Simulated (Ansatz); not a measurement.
For cubic perovskite CsSnI3 (cubic high-temperature phase), rVV10 (Ansatz, an electronic-structure program, PAW) gives:

```
Property                        Value
---------------------  --------------
lattice constant a            6.225 Å
enthalpy of formation  -0.947 eV/atom
```

What does r²SCAN-D4 in Ansatz (plane waves, PAW) give for the same quantities?


- lattice constant a: 6.192 Å (shrinks by 0.5 %)
- formation enthalpy: -1.063 eV/atom (moves by -0.116 eV/atom)

Changes are worked out from the printed values.

Unless a cell is named, each level is at its own relaxed cell (rVV10 48.24, r²SCAN-D4 47.48 Å³/atom).

Levels without +SOC leave out spin–orbit coupling, which shifts energies and cells of such heavy elements.

Caveats: the relaxation could not lower the start's symmetry, so the cell can be a saddle point above a distorted one (rVV10, r²SCAN-D4). Ansatz's density-functional and Hartree–Fock values are scalar-relativistic unless marked +SOC, with PAW data made under PBE.
